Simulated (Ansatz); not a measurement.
The parent structure is Al in the fcc (Cu type) structure (space group Fm-3m, No. 225; relaxed with 0.1 eV smearing).

```xyz
1
Lattice="0.0000 1.9919 1.9919 1.9919 0.0000 1.9919 1.9919 1.9919 0.0000" Properties=species:S:1:pos:R:3 pbc="T T T"
Al     0.0000     0.0000     0.0000
```

Level of theory: Ansatz (a program for electronic structure) LDA, no spin-orbit coupling.

For the base:

* **Pressure**: 0.0 GPa

Now apply this change: every lattice vector is shortened by 0.50 %, atoms relaxed at fixed cell.

### Question
Predict the new energy relative to the base.

### Answer
The energy goes up by 1.0 meV/atom.

### Question
How does this affect the pressure?

### Answer
The pressure goes from zero to 1.3 GPa.

The cells carry an imposed strain or load. Stability against distortions was not tested.
